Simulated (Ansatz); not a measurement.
A self-consistent single point of BaLuSi2O6F (P-1, 22 atoms in the cell) with Ansatz (an electronic-structure program).

Computed with PBEsol, default PAW files made with PBE (plane waves; Ansatz).

```xyz
22
Lattice="5.5764 0.0000 0.0000 -0.3826 7.2765 0.0000 -1.8621 -2.8725 8.4297" Properties=species:S:1:pos:R:3 pbc="T T T"
Ba     4.0421     1.7437     0.3856
Ba    -0.7105     2.6603     8.0441
Lu    -0.4511    -0.9366     5.9057
Lu     3.7827     5.3406     2.5240
Si     1.3904     0.2336     3.1047
Si     1.9413     4.1704     5.3250
Si     2.2931     1.1631     5.9826
Si     1.0385     3.2410     2.4471
O      2.3363     0.7938     4.3607
O      0.9954     3.6102     4.0690
O      0.0806    -0.6111     3.6897
O      3.2511     5.0151     4.7400
O      0.7686     1.5827     2.3081
O      2.5631     2.8213     6.1216
O      2.3591    -0.6045     2.1049
O      0.9725     5.0085     6.3248
O      0.8626     0.7355     6.6822
O      2.4690     3.6686     1.7475
O      3.5555     0.4418     6.7581
O     -0.2239     3.9622     1.6716
F     -0.9402    -1.9427     7.7831
F      4.2719     6.3467     0.6466
```

Reference input (self-consistent single point, DFT, PBEsol, plane waves, default PAW files made with PBE): basis.ecutwfc = 420 eV; kpoints.mp_grid.grid = 3 3 2; hamiltonian.xc = pbesol; hamiltonian.pseudopotentials = {kind: paw} (the program's default PAW files); scf.occupations.method = fermi_dirac; scf.occupations.width = 0.1 eV. This run's input differs from it in these lines:

Ansatz 0.2 input:
```diff
@@ -29,3 +29,3 @@
 basis:
-  ecutwfc: 420.0
+  ecutwfc: 295.0
 kpoints:
```

Log, with long lists cut:

```
SCF iter   1: F=—  HF=-51792.378899 eV  |F-HF|=—  |Δ(HF+E_count)|=         —  Δρ=2.96e-2  dr2=1.31e0  ethr=1.77e-3  ⟨swp⟩=9.1  Hψ=5237  notcnv=0  defer=3
all-band conjugate gradients solve this SCF's bands
preconditioner: auto → Resta (q_TF=auto, 2.433 Å⁻¹)
SCF iter   2: F=—  HF=-51792.020797 eV  |F-HF|=—  |Δ(HF+E_count)|=   3.58e-1  Δρ=7.43e-3  dr2=6.08e-2  ethr=7.64e-4  ⟨swp⟩=2.0  Hψ=2072  notcnv=0  defer=158
   [... lines left out ...]
SCF iter   6: F=—  HF=-51792.042133 eV  |F-HF|=—  |Δ(HF+E_count)|=   1.10e-4  Δρ=8.49e-5  dr2=2.78e-5  ethr=3.40e-8  ⟨swp⟩=2.0  Hψ=1883  notcnv=0  defer=158
SCF iter   7: F=—  HF=-51792.042151 eV  |F-HF|=—  |Δ(HF+E_count)|=   1.78e-5  Δρ=2.55e-5  dr2=3.16e-6  ethr=1.61e-8  ⟨swp⟩=2.0  Hψ=1457  notcnv=0  defer=158
SCF iter   8: F=—  HF=-51792.042153 eV  |F-HF|=—  |Δ(HF+E_count)|=   2.55e-6  Δρ=1.15e-5  dr2=4.25e-7  ethr=1.84e-9  ⟨swp⟩=2.0  Hψ=1682  notcnv=0  defer=158
SCF iter   9: F=-51792.042153 eV  HF=-51792.042153 eV  |F-HF|=1.50e-8  |Δ(HF+E_count)|=   1.43e-7  Δρ=4.40e-6  dr2=6.08e-8  ethr=5.81e-11  ⟨swp⟩=12.5  Hψ=5507  notcnv=0
SCF 1 converged in 9 iterations: F = -51792.042153 eV  dr2 = 6.08e-8
Free energy (F): -51792.042153 eV
Internal energy: -51792.042153 eV  (E = F + TS)
E sigma→0 (E₀):  -51792.042153 eV
Fermi energy:    7.458467 eV
--- Forces (eV/Å), atoms counted from 1 ---
  atom   1  Ba     0.30751862     0.08249220    -0.18610651
  atom   2  Ba    -0.30751862    -0.08249220     0.18610651
  atom   3  Lu     0.05397457     0.03324993     0.10636947
  atom   4  Lu    -0.05397457    -0.03324993    -0.10636947
  atom   5  Si    -0.22634346     0.07877006     0.40347089
  atom   6  Si     0.22634346    -0.07877006    -0.40347089
  atom   7  Si     0.03400989    -0.14707263     0.04314928
  atom   8  Si    -0.03400989     0.14707263    -0.04314928
  atom   9  O     -0.46131574    -0.09979900     0.16549759
   [... lines left out ...]
  atom  22  F     -0.09598212    -0.04407550     0.40809012
--- Stress (GPa, compression-positive) ---
       -9.057725      -0.017807       0.026996
       -0.017807      -8.788959      -0.361366
        0.026995      -0.361366      -8.547136
  P = ⅓ Tr σ = -8.7979 GPa (-87.979 kbar)
  The stress holds the Pulay correction. Without it, at fixed plane waves, as pw.x and ABINIT print it: P = -31.0188 GPa
```

The run converged in 9 iterations. Against the reference run the free energy rises by 369 meV/atom, the pressure goes from -8.46 to -8.80 GPa, the largest force goes from 0.649 to 0.636 eV/Å and the gap on the mesh goes from 4.536 to 4.501 eV.

The starting cell comes from a database of published, mostly measured structures (it also holds non-ambient and calculated ones), without a prior relaxation at this level. Its lattice was rescaled by a random factor within 2.5 % of one. Spin-orbit coupling is off. Ansatz's pressure includes its estimate of the finite-basis (Pulay) stress. Without the estimate this run gives -31.02 GPa. The cutoff lies below the one recommended for these files.
